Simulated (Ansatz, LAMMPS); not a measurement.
Ge well of 16 atomic layers along [001] in random Si0.2Ge0.8, interfaces graded over 4 layers. Cell 17.11 × 17.11 × 57.49 Å, Si78Ge642, 720 atoms. Prepared with Tersoff's 1989 multicomponent potential (SiCGe.tersoff) (LAMMPS): minimisation. 

Basis: localised support functions (accuracy medium) on a full density matrix. k-points: zone centre alone; occupations: Fermi-Dirac, 0.010 eV; spin polarisation not allowed. Spin-orbit coupling is left out.

Q: Give the gap and bonding at the level PBE, support functions at accuracy medium on the grid of 370 eV in Ansatz (a first-principles code).

A: 
* **electronic character of the cell**: no gap resolved at this smearing
* **coordination (neighbours within 2.975 Å)**: 100.0 % 4-fold
* **Ge-Ge bonds, mean ± spread**: 2.486 ± 0.005 Å
* **Ge-Si bonds, mean ± spread**: 2.440 ± 0.006 Å
* **Si-Si bonds, mean ± spread**: 2.390 ± 0.006 Å
* **bond angles, mean ± spread**: 109.5° ± 0.9°
* **pressure**: 0.37 GPa
